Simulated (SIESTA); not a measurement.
Band structure of SnTe (Fm-3m, 2 atoms in the cell).

```
CELL_PARAMETERS angstrom
      0.00000     3.12401     3.12401
      3.12401     0.00000     3.12401
      3.12401     3.12401     0.00000
ATOMIC_POSITIONS crystal
  Sn 0.00000 0.00000 0.00000
  Te 0.50000 0.50000 0.50000
```

Level of theory: SIESTA with GGA PBE, numerical atomic orbitals DZP, PseudoDojo PBE standard norm-conserving potentials (rewritten from UPF to PSML).

Settings: XC.functional = GGA; XC.authors = PBE; potentials = PseudoDojo PBE standard; PAO.BasisSize = DZP; PAO.EnergyShift = 0.005 Ry; MeshCutoff = 400 Ry; kgrid.MonkhorstPack = 6 6 6; OccupationFunction = MP; OccupationMPOrder = 0; ElectronicTemperature = 0.136 eV; MaxSCFIterations = 150; SCF.Mixer.Method = Pulay; SCF.Mixer.Weight = 0.25; SCF.Mixer.History = 6.

The starting cell comes from a database of computed structures (which also holds hypothetical and non-ambient phases and stackings), without a prior relaxation at this level. Its lattice was rescaled by a random factor within 2.5 % of one. Spin-orbit coupling is off. Values carry the incompleteness of an atom-centred basis.

Problem. Predict the gap along the standard path and the places of the band edges.

Solution. The gap along the path is 0.10 eV, direct at L to within 0.01 eV.

Levels in eV from the top of the valence band on the path, bands 12 to 16:
```tsv
point	12	13	14	15	16
Γ	-4.72	-2.25	-2.25	-2.25	3.42
X	-6.61	-5.87	-3.94	-3.94	2.20
W	-7.58	-5.08	-5.08	-0.90	0.86
K	-7.63	-5.45	-3.44	-2.85	3.08
L	-8.60	-1.94	-1.94	0.00	0.10
U	-7.63	-5.45	-3.44	-2.85	3.08
```

Higher empty bands are left out: an atom-centred basis made for the valence describes them poorly.
